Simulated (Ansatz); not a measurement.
BeS: pressure series

The parent structure is BeS in the zinc blende structure (space group F-43m, No. 216; a = 4.838 Å).

Cell and atoms are relaxed at each pressure.

Level of theory: PBEsol (Ansatz, a program for electronic structure, PAW, no SOC).

```csv
pressure (GPa),volume per atom (Å³/atom)
-2,14.460
-1,14.303
0,14.155
1.8,13.901
4.2,13.599
18,?
30,11.488
45,10.737
60,10.151
```

Fit the third-order Birch–Murnaghan form P(V) = (3B₀/2)[(V₀/V)^(7/3) − (V₀/V)^(5/3)]·[1 + (3/4)(B₀′ − 4)((V₀/V)^(2/3) − 1)] (squares taken in P) to the rows shown and predict the withheld row.

Least squares on the printed values gives V₀ = 14.154 Å³/atom, B₀ = 97.6 GPa, B₀′ = 3.7; this predicts 12.284 Å³/atom, and the run gives 12.283 Å³/atom, in agreement.

Load acts through the strain it causes; cell and atoms are relaxed under it. Stability against distortions was not tested. Competing high-pressure phases were not computed.
